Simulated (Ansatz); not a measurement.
**Pb: element substitutions**

Take Pb in the fcc (Cu type) structure (space group Fm-3m, No. 225; a = 4.931 Å) as the base.

Each row replaces one element on all its sites; cell and atoms are relaxed.

Computed with Ansatz (a quantum-chemistry and plane-wave program) PBEsol, without spin-orbit coupling.

```tsv
case	shortest interatomic distance	density
base	3.487 Å	11.48 g/cm³
Pb → Sb	3.334 Å	7.71 g/cm³
Pb → Ni	2.449 Å	9.39 g/cm³
Pb → Re	2.744 Å	21.17 g/cm³
```

Other magnetic orders, which the real material may have, were not ruled out. No phonon test of stability was made. Spin-polarised in the final run: Ni; the other runs are not. This is not the structure that Sb has at room temperature and ambient pressure. This is not the structure that Re has at room temperature and ambient pressure.
